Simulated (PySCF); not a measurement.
PySCF 2.14.0, unrestricted TPSSH/def2-svp, df: Cc1[c]cccc1, charge 0, multiplicity 2, 14 atoms. The geometry is a generated start, not checked to be a minimum at this level.

| Property | Value |
|---|---|
| task | energy |
| method | tpssh |
| basis | def2-svp |
| two-electron scheme | density fitting |
| mol.max_memory | 3000 MB |
| mf.max_cycle | 100 |
| mf.init_guess | minao (default) |
| mf.DIIS | CDIIS (default) |
| mf.diis_space | 8 (default) |
| mf.conv_tol | 1e-09 (default) |
| mf.grids.level | 3 (default) |
| basis functions | 133 |
| grid points | 167488 |

```xyz
14

C      2.2557    -0.0379     0.2476
C      0.7703    -0.1054     0.0642
C      0.0986    -1.2827    -0.1344
C     -1.2461    -1.4162    -0.2940
C     -2.0182    -0.2551    -0.2509
C     -1.3964     0.9637    -0.0525
C     -0.0232     1.0437     0.1032
H      2.5156    -0.3021     1.2728
H      2.7530    -0.7442    -0.4143
H      2.6268     0.9638     0.0453
H     -1.7112    -2.3786    -0.4497
H     -3.0897    -0.3204    -0.3732
H     -1.9877     1.8681    -0.0191
H      0.4525     2.0032     0.2551
```

Charge 0 and multiplicity 2 are set for this test and not shown to be the ground state.

One run each on 2 threads, 1 BLAS thread. Values of level_shift (Hartree) tried: 0 (default), 0.1, 0.3, 1.

**Question.** Which value of level_shift (Hartree) needs the fewest Fock builds, and what happens away from it?

**Answer.** Fewest Fock builds, within one of each other: 0 (default) with 16, 0.1 with 17. The count rises to 40 at 1. All converge to one solution.

```
level_shift (Hartree)  Fock builds            end
---------------------  -----------  -------------
0 (default)                     16  same solution
0.1                             17  same solution
0.3                             21  same solution
1                               40  same solution
```
